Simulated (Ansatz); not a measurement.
Data:

```
AlN
1.0
    3.11356     0.00000     0.00000
   -1.55678     2.69643     0.00000
    0.00000     0.00000     4.98326
Al N
2 2
Direct
  0.66667   0.33333   0.49901
  0.33333   0.66667   0.99901
  0.66667   0.33333   0.88099
  0.33333   0.66667   0.38099
```

Calculation: r2SCAN, rigid bands (plane waves, PAW, scalar-relativistic; Ansatz, a first-principles code). Condition of this run: functional r2SCAN on the same cell. How the cell was made: cell and atoms relaxed with PBEsol.

Predict the hole conductivity mass (n e² τ/σ) at 300 K, by direction if it differs.

3.6 (x), 3.6 (y), 0.41 (z) mₑ.

What conductivity effective mass do dilute electrons have at 300 K?

0.32 (x), 0.32 (y), 0.31 (z) mₑ.

And the band gap?

4.81 eV at this level; semilocal functionals usually fall short of the measured gap.

Rigid bands, one relaxation time for all states, no polarons. Spin-orbit coupling is left out; where it splits the top of the valence band it changes the hole mass and lowers the gap by about a third of the splitting. Geometry: cell and atoms relaxed with PBEsol.
